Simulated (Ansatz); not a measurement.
A (14,0) black phosphorus nanotube has 56 atoms in a period of 3.302 Å, a mean diameter of 21.12 Å, and lies 25 meV/atom over the flat sheet relaxed at the same level.

All values below come from PBE (plane waves to 420 eV, PAW; Ansatz, a program for electronic structure). Mesh 1×1×10. No spin polarisation. One-dimensional cell, images about 11 Å apart. A hypothetical model, rolled from the flat sheet. Symmetry and one short period hold its shape; lower forms weren't sought.

Task: Which bending rigidity of the sheet does this imply in the thin-plate picture?

Result: A plate bent to radius R stores D/(2R²) an area. The area an atom is π × 21.12 × 3.302/56 = 3.91 Å², so the stored energy is 0.025/3.91 = 0.0064 eV/Å². With R = 10.560 Å, D = 2R² × 0.0064 = 1.4 eV.
